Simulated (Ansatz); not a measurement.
System: Si-vacancy pair (Si on one host Ga site, one Ga site vacant) in wurtzite GaN (charge state -2). The step: a nearby Ga atom hops onto the vacant site (Si-vacancy distance between ideal sites 3.21 → 5.57 Å); the atom moves 3.09 Å along (-0.96, -0.96, -0.01) of the unit cell; the moving atom starts with neighbours N at 1.87, 2 N at 1.99, N at 2.00 Å and ends with N at 1.86, N at 1.97, N at 1.99, N at 2.06 Å. DFT values are from Ansatz (plane-wave PAW, 420 eV unless said) in a cell of 72 host sites, spin-restricted, static, with no finite-size correction. The charge state is imposed; whether it is stable for some Fermi level was not computed. Forms of the defect that were not tried may lie lower. The start lies 0.12 eV above the lowest site run (PBE). For the PBE band: the saddle point's order was not checked.

```
Level                                                                      Forward barrier (eV)  Cost of the band or of the saddle's single point
-------------------------------------------------------------------------  --------------------  ------------------------------------------------
CHGNet universal potential (has no charge state), its own band                             1.53                                                 -
PBE, one k-point at (0.125, 0.250, 0.250), band relaxed                                    2.08                      very roughly 13 core-minutes
PBE, a 2×2×2 k-point mesh shifted by half a step along c, same geometries                  2.12           about 2.4 core-minutes (a rough figure)
r2SCAN at 500 eV, one k-point at (0.125, 0.250, 0.250), same geometries                    2.33                    around 70 core-seconds (rough)
```

Ansatz is an electronic-structure program.
